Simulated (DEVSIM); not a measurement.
System: Si n+/n-/n+ resistor, at 400 K.

```
layer (left to right)  material  thickness (μm)  Nd (cm⁻³)   τn (s)   τp (s)
---------------------  --------  --------------  ---------  -------  -------
1                            Si           0.530     3.4e18  0.00013  0.00013
2                            Si          0.0900     4.2e15  0.00013   3.9e-5
3                            Si           0.110     5.8e18  0.00013  0.00013
```

Left contact: ohmic. Right contact: ohmic. Voltage is applied to the left contact. Recombination: SRH at mid-gap, radiative. Mobility is μmin + (μ − μmin)/(1 + (N/Nref)^α).

Constants are typed, rounded textbook-type inputs, not results; the design itself was drawn at random and stands for no fabricated device. Values at 300 K; Nc and Nv go as T^1.5, mobilities as T to minus their exponent, the gap by Varshni's rule with the affinity fixed.

```csv
parameter,Si
gap (eV),1.124
affinity (eV),4.05
permittivity,11.7
Nc (cm⁻³),2.86e19
Nv (cm⁻³),3.1e19
μn (cm²/Vs),1417
μp (cm²/Vs),470
"μn,min",52
"μp,min",45
"Nref,n",9.7e16
"Nref,p",2.2e17
αn,0.68
αp,0.72
T exponent of μn,2.3
T exponent of μp,2.2
B (cm³/s),4.7e-15
Varshni α (eV/K),0.000473
Varshni β (K),636
```

Model (solved in DEVSIM): 1D drift-diffusion, Boltzmann statistics, complete ionisation; no tunnelling, impact ionisation, image-force lowering or self-heating.

Task: Tabulate band edges, carrier densities and field at zero bias.

Result: Energies count from the Fermi level of the right contact; mesh points crowd at the junctions.

```csv
x (μm),Ec (eV),Ev (eV),n (cm⁻³),p (cm⁻³),field (V/cm)
0.000,0.088,-1.008,3.4e18,9500000,≈ 0
0.01483,0.088,-1.008,3.4e18,9500000,≈ 0
0.03797,0.088,-1.008,3.4e18,9500000,≈ 0
0.07039,0.088,-1.008,3.4e18,9500000,≈ 0
0.1488,0.088,-1.008,3.4e18,9500000,≈ 0
0.2469,0.088,-1.008,3.4e18,9500000,≈ 0
0.3552,0.088,-1.008,3.4e18,9500000,≈ 0
0.4452,0.088,-1.008,3.4e18,9500000,≈ 0
0.4825,0.088,-1.008,3.4e18,9500000,≈ 0
0.5090,0.088,-1.008,3.4e18,9500000,56
0.5261,0.098,-0.999,2.6e18,1.2e7,36000
0.5433,0.200,-0.897,1.3e17,2.4e8,30000
0.5599,0.230,-0.866,5.6e16,5.8e8,9900
0.5786,0.236,-0.860,4.7e16,6.9e8,-2900
0.6015,0.209,-0.888,1.0e17,3.1e8,-24000
0.6159,0.147,-0.949,6.1e17,5.3e7,-77000
0.6275,0.071,-1.026,5.7e18,5700000,-4700
0.6434,0.070,-1.027,5.8e18,5600000,≈ 0
0.6726,0.070,-1.027,5.8e18,5600000,≈ 0
0.6931,0.070,-1.027,5.8e18,5600000,≈ 0
0.7122,0.070,-1.027,5.8e18,5600000,≈ 0
0.7300,0.070,-1.027,5.8e18,5600000,≈ 0
```
